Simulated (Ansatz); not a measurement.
The parent structure is SiC in the zinc blende structure (space group F-43m, No. 216).

```xyz
2
Lattice="0.0000 2.1782 2.1782 2.1782 0.0000 2.1782 2.1782 2.1782 0.0000" Properties=species:S:1:pos:R:3 pbc="T T T"
C      3.2673     3.2673     3.2673
Si     0.0000     0.0000     0.0000
```

Cartesian axes are those of the cell as printed.

Computed with r2SCAN, PAW, 500 eV (Ansatz, an electronic-structure program; spin-orbit coupling left out).

Before the change:

| Quantity | Value |
|---|---|
| Band gap | 1.71 eV |

One thing is altered: uniaxial strain ε_xx = +1.05 %, all other strain components held at zero; the atoms relax in the strained cell.

Q: How does this affect the band gap?

A: The band gap falls by 0.05 eV to 1.66 eV.

Q: What happens to the energy relative to the base?

A: The energy goes up by 1.5 meV/atom.

No phonon test of stability was made.
